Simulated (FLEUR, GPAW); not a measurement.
A GPAW input for a self-consistent single point of CdO (Fm-3m, 2 atoms in the cell) (DFT PBE, plane waves, GPAW PAW datasets PBE (gpaw-data 1.0.1)):

```python
from ase import Atoms
from ase.units import GPa
from gpaw import GPAW, PW

atoms = Atoms(['Cd', 'O'],
              cell=[[0.000000, 2.301050, 2.301050],
                    [2.301050, 0.000000, 2.301050],
                    [2.301050, 2.301050, 0.000000]],
              scaled_positions=[[0.000000, 0.000000, 0.000000],
                                [0.500000, 0.500000, 0.500000]],
              pbc=True)

calc = GPAW(mode=PW(950),
            xc='PBE',
            kpts={'size': (10, 10, 10), 'gamma': True},
            occupations={'name': 'methfessel-paxton', 'width': 0.1, 'order': 0},
            nbands=-10,
            symmetry={'symmorphic': False, 'tolerance': 0.0005},
            maxiter=150,
            txt='-')

atoms.calc = calc

energy = atoms.get_potential_energy()
print('Energy (eV):', round(energy, 6))
forces = atoms.get_forces()
print('Forces (eV/Ang):')
print(forces.round(5))
stress = atoms.get_stress()
print('Stress (GPa, Voigt):', (stress / GPa).round(4))
```

Q: Translate this input to FLEUR.

A: This is the input that was run; spellings and numerical settings could be chosen otherwise.

Input of the input generator:

```
CdO crystal
&input film=f /
-0.0000000000 4.3483542991 4.3483542991
4.3483542991 -0.0000000000 4.3483542991
4.3483542991 4.3483542991 0.0000000000
1.0
1.0 1.0 1.0

2
48 0.0000000000 0.0000000000 0.0000000000
8 0.5000000000 0.5000000000 0.5000000000

&comp jspins=1 /
&kpt div1=10 div2=10 div3=10 gamma=t /
&end /
```

```xml
<?xml version="1.0" encoding="UTF-8" standalone="no"?>
<fleurInput fleurInputVersion="0.39">
   <comment>
      CdO crystal                                                                                         
   </comment>
   <calculationSetup>
      <cutoffs Kmax="4.0" Gmax="16.0" GmaxXC="16.0" numbands="0"/>
      <scfLoop itmax="100" minDistance="0.00001" maxIterBroyd="25" imix="Anderson" alpha="0.05" precondParam="0.0" spinf="2.0"/>
      <coreElectrons ctail="T" frcor="F" kcrel="0" coretail_lmax="0"/>
      <xcFunctional name="pbe" relativisticCorrections="F"/>
      <magnetism jspins="1"/>
      <soc l_soc="F" theta="0.0" phi="0.0" spav="F"/>
      <expertModes spex="0" secvar="F"/>
      <geometryOptimization l_f="T" forcealpha="1.0" forcemix="BFGS" epsdisp="0.00001" epsforce="0.00001"/>
      <ldaU l_linMix="F" mixParam="0.05" spinf="1.0"/>
   </calculationSetup>
   <cell>
      <bzIntegration valenceElectrons="24.0" mode="gauss" fermiSmearingEnergy="0.00367493">
         <kPointListSelection listName="default-1"/>
         <!-- k-points included here -->
         <xi:include xmlns:xi="http://www.w3.org/2001/XInclude" href="kpts.xml"> </xi:include>
      </bzIntegration>
      <!-- symmetry operations included here -->
      <xi:include xmlns:xi="http://www.w3.org/2001/XInclude" href="sym.xml"> </xi:include>
      <bulkLattice scale="1.0">
         <bravaisMatrix>
            <row-1>    0.0000000000000000     4.3483542991000004     4.3483542991000004</row-1>
            <row-2>    4.3483542991000004     0.0000000000000000     4.3483542991000004</row-2>
            <row-3>    4.3483542991000004     4.3483542991000004     0.0000000000000000</row-3>
         </bravaisMatrix>
      </bulkLattice>
   </cell>
   <atomSpecies>
      <species name="Cadmium (Cd)" element="Cd" atomicNumber="48">
         <mtSphere radius="2.59" gridPoints="913" logIncrement="0.014"/>
         <atomicCutoffs lmax="10" lnonsphr="8"/>
         <electronConfig flipSpins="F">
            <coreConfig>(1s1/2) (2s1/2) (2p1/2) (2p3/2) (3s1/2) (3p1/2) (3p3/2) (4s1/2) (3d3/2) (3d5/2)</coreConfig>
            <valenceConfig>(4p1/2) (4p3/2) (5s1/2) (4d3/2) (4d5/2)</valenceConfig>
         </electronConfig>
         <energyParameters s="5" p="5" d="4" f="4"/>
         <lo type="SCLO" l="1" n="4" eDeriv="0"/>
      </species>
      <species name="Oxygen (O)" element="O" atomicNumber="8">
         <mtSphere radius="1.46" gridPoints="517" logIncrement="0.021"/>
         <atomicCutoffs lmax="6" lnonsphr="4"/>
         <electronConfig flipSpins="F">
            <coreConfig>(1s1/2)</coreConfig>
            <valenceConfig>(2s1/2) (2p1/2) (2p3/2)</valenceConfig>
            <stateOccupation state="(2p1/2)" spinUp="0.6666666666667" spinDown="0.6666666666667"/>
            <stateOccupation state="(2p3/2)" spinUp="1.3333333333333" spinDown="1.3333333333333"/>
         </electronConfig>
         <energyParameters s="2" p="2" d="3" f="4"/>
      </species>
   </atomSpecies>
   <atomGroups>
      <atomGroup species="Cadmium (Cd)">
         <relPos label="                   1">.0000000000 .0000000000 .0000000000</relPos>
         <force calculate="T" relaxXYZ="TTT"/>
      </atomGroup>
      <atomGroup species="Oxygen (O)">
         <relPos label="                   2">1.000/2.000 1.000/2.000 1.000/2.000</relPos>
         <force calculate="T" relaxXYZ="TTT"/>
      </atomGroup>
   </atomGroups>
   <output dos="F" band="F" slice="F">
      <checks vchk="F" cdinf="F"/>
      <bandDOS minEnergy="-.5*Htr" maxEnergy="0.5*Htr" sigma="0.015" storeEVData="T"/>
      <vacuumDOS vacdos="F" integ="F" star="F" nstars="0" locx1="0.0" locy1="0.0" locx2="0.0" locy2="0.0" nstm="0" tworkf="0.0"/>
      <unfoldingBand unfoldBand="F" supercellX="1" supercellY="1" supercellZ="1"/>
      <plotting iplot="0" polar="F">
         <plot TwoD="T" vec1="  1.0  0.0  0.0" vec2="  0.0  1.0  0.0" vec3="  0.0  0.0  1.0" zero="  0.0  0.0  0.0" file="plot"/>
      </plotting>
      <chargeDensitySlicing numkpt="0" minEigenval="0.0" maxEigenval="0.0" nnne="0" pallst="F"/>
      <specialOutput eonly="F"/>
      <magneticCircularDichroism mcd="F" energyLo="-10.0" energyUp="0.0"/>
   </output>
  <!-- We include the file relax.xml here to enable relaxations (see documentation) -->
  <xi:include xmlns:xi="http://www.w3.org/2001/XInclude" href="relax.xml"> <xi:fallback/> </xi:include>
</fleurInput>
```

Basis, cutoffs, solver keys and any potentials are the target program's own. This input uses DFT, PBE, all-electron FLAPW (FLEUR), scalar-relativistic valence.

The starting cell comes from a database of computed structures (which also holds hypothetical and non-ambient phases and stackings), without a prior relaxation at this level. Its lattice was rescaled by a random factor within 2.5 % of one. For this run, on top of that: lattice scaled by 0.98.
